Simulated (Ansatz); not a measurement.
Given:

```yaml
crystal:
  lattice:
    - [0.00000, 3.08901, 3.04268]
    - [3.08901, 0.00000, 3.04268]
    - [3.08901, 3.08901, 0.00000]
  atoms:
    - { symbol: Pb, position: [0.00000, 0.00000, 0.00000] }
    - { symbol: Se, position: [0.50000, 0.50000, 0.50000] }
```

No spin polarisation.

Level of theory: Kohn–Sham DFT with the r2SCAN functional, run in Ansatz (an electronic-structure program) with PAW and 500 eV plane waves, no spin-orbit coupling. Settings: 9×9×9 k-points, 0.05 eV Fermi–Dirac smearing.

Question: Estimate the space group.

Answer: I4/mmm (No. 139).

Question: What pressure (mean of the normal stresses, compression positive) does the calculation give?

Answer: 0.83 GPa.

The cells carry an imposed strain or load. No phonon test of stability was made. The cell was made from PbSe in the rock salt structure (space group Fm-3m, No. 225) by this change: uniaxial strain ε_zz = −1.50 %.
